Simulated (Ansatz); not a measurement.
The reference is Tl in the hcp (Mg type) structure (space group P6_3/mmc, No. 194; a = 3.520 Å, c = 5.602 Å).

The values are results of r2SCAN/PAW in Ansatz (an electronic-structure program), scalar-relativistic without spin-orbit coupling, not measurements.

For the base:

```
Item                  Result
-------------------  -------
c/a ratio              1.591
Lattice parameter a  3.520 Å
```

Modification: a negative pressure, −1 GPa.

**Question.** Predict the new c/a ratio and lattice parameter a.

**Answer.** The c/a ratio falls by 0.007 to 1.584; the lattice parameter a rises by 0.046 Å (3.520 Å → 3.566 Å).

Load acts through the strain it causes; cell and atoms are relaxed under it. Whether these cells are dynamically stable was not tested.
